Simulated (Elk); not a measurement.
# How a calculation on Pb (Fm-3m, 1 atom in the cell) responds to its settings

```xyz
1
Lattice="0.0000 2.5132 2.5132 2.5132 0.0000 2.5132 2.5132 2.5132 0.0000" Properties=species:S:1:pos:R:3 pbc="T T T"
Pb     0.0000     0.0000     0.0000
```

Base run A: PBE, all-electron FP-LAPW, Elk's shipped species files, APW+lo basis with extra local orbitals in Elk, self-consistent single point.

Its settings: xctype = 20; rgkmax = 8; stype = 0; swidth = 0.00499791 Ha; ngridk = 13 13 13; gmaxvr = 16 1/bohr; nxlo = 2; lorbcnd = true; lmaxi = 2.

The starting cell comes from a database of computed structures (which also holds hypothetical and non-ambient phases and stackings), without a prior relaxation at this level. Its lattice was rescaled by a random factor within 2.5 % of one. Values depend on the basis (sphere radii, cutoffs, local orbitals), which need not be converged.

ΔE is the total energy (no entropy term) per atom less that of run A. 

```json
[
 {"run": "A", "swidth, ngridk": "0.00499791 Ha, 13 13 13", "ΔE (meV/atom)": "0.00", "k-points": "84", "basis size": "172"},
 {"run": "B", "swidth, ngridk": "0.00110248 Ha, 9 9 9", "ΔE (meV/atom)": "-20.4", "k-points": "35", "basis size": "171"},
 {"run": "C", "swidth, ngridk": "0.00367493 Ha, 9 9 9", "ΔE (meV/atom)": "-20.2", "k-points": "35", "basis size": "171"},
 {"run": "D", "swidth, ngridk": "0.0110248 Ha, 9 9 9", "ΔE (meV/atom)": "-14.1", "k-points": "35", "basis size": "171"},
 {"run": "E", "swidth, ngridk": "0.00110248 Ha, 11 11 11", "ΔE (meV/atom)": "-7.4", "k-points": "56", "basis size": "171"},
 {"run": "F", "swidth, ngridk": "0.00367493 Ha, 11 11 11", "ΔE (meV/atom)": "-7.0", "k-points": "56", "basis size": "171"},
 {"run": "G", "swidth, ngridk": "0.0110248 Ha, 11 11 11", "ΔE (meV/atom)": "5.2", "k-points": "56", "basis size": "171"},
 {"run": "H", "swidth, ngridk": "0.00110248 Ha, 13 13 13", "ΔE (meV/atom)": "-2.2", "k-points": "84", "basis size": "172"},
 {"run": "I", "swidth, ngridk": "0.00367493 Ha, 13 13 13", "ΔE (meV/atom)": "-1.03", "k-points": "84", "basis size": "172"},
 {"run": "J", "swidth, ngridk": "0.0110248 Ha, 13 13 13", "ΔE (meV/atom)": "8.0", "k-points": "84", "basis size": "172"},
 {"run": "K", "swidth, ngridk": "0.00110248 Ha, 15 15 15", "ΔE (meV/atom)": "-6.3", "k-points": "120", "basis size": "172"},
 {"run": "L", "swidth, ngridk": "0.00367493 Ha, 15 15 15", "ΔE (meV/atom)": "-5.5", "k-points": "120", "basis size": "172"},
 {"run": "M", "swidth, ngridk": "0.0110248 Ha, 15 15 15", "ΔE (meV/atom)": "4.1", "k-points": "120", "basis size": "172"}
]
```

Run J against A: The total energy goes up by 8.0 meV/atom.

Run I against A: The total energy goes down by 1.0 meV/atom.
